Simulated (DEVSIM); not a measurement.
Structure: TaN/AlN/p-GaSb capacitor, at 350 K.

```
layer (left to right)  material  thickness (nm)  Na (cm⁻³)
---------------------  --------  --------------  ---------
1                           AlN            24.0          -
2                          GaSb           18000     1.1e15
```

Metal gate on the left, work function 4.4 eV. Fixed charge at the semiconductor interface -1.9e10 cm⁻² (in units of +e); no interface traps.

Constants are typed, rounded textbook-type inputs, not results; the design itself was drawn at random and stands for no fabricated device. Values at 300 K; Nc and Nv go as T^1.5, mobilities as T to minus their exponent, the gap by Varshni's rule with the affinity fixed.

```tsv
parameter	AlN	GaSb
gap (eV)	6.1	0.726
affinity (eV)	1.9	4.06
permittivity	8.5	15.7
Nc (cm⁻³)	-	2.1e17
Nv (cm⁻³)	-	1.8e19
Varshni α (eV/K)	-	0.00042
Varshni β (K)	-	140
```

DEVSIM, 1D Poisson equation in equilibrium, Boltzmann statistics, complete ionisation; no quantum confinement or tunnelling. Metal contacts follow the ideal Schottky-Mott rule: no Fermi-level pinning, no interface dipoles.

Q: Tabulate band edges, carrier densities and field at 0.1 V on the gate.

A: Energies count from the Fermi level of the right contact; mesh points crowd at the junctions.

```
x (μm)    Ec (eV)  Ev (eV)  n (cm⁻³)  p (cm⁻³)  field (V/cm)
--------  -------  -------  --------  --------  ------------
0.000       2.400   -3.700     < 1e2     < 1e2         14000
0.001935    2.403   -3.697     < 1e2     < 1e2         14000
0.006533    2.409   -3.691     < 1e2     < 1e2         14000
0.01608     2.422   -3.678     < 1e2     < 1e2         14000
0.02258     2.431   -3.669     < 1e2     < 1e2         14000
0.02421     0.273   -0.434    3.1e13    1.3e13          5200
0.02651     0.274   -0.433    3.0e13    1.3e13          5100
0.03709     0.279   -0.428    2.5e13    1.6e13          5000
0.06224     0.292   -0.415    1.7e13    2.4e13          4700
0.1281      0.320   -0.387    6.6e12    6.0e13          3900
0.3140      0.372   -0.334    1.1e12    3.5e14          1900
1.153       0.407   -0.300    3.6e11    1.1e15            12
3.146       0.407   -0.300    3.6e11    1.1e15           ≈ 0
8.369       0.407   -0.300    3.6e11    1.1e15           ≈ 0
15.46       0.407   -0.300    3.6e11    1.1e15           ≈ 0
17.10       0.407   -0.300    3.6e11    1.1e15           ≈ 0
17.68       0.407   -0.300    3.6e11    1.1e15           ≈ 0
17.90       0.407   -0.300    3.6e11    1.1e15           ≈ 0
17.99       0.407   -0.300    3.6e11    1.1e15           ≈ 0
18.01       0.407   -0.300    3.6e11    1.1e15           ≈ 0
18.02       0.407   -0.300    3.6e11    1.1e15           ≈ 0
18.02       0.407   -0.300    3.6e11    1.1e15           ≈ 0
```
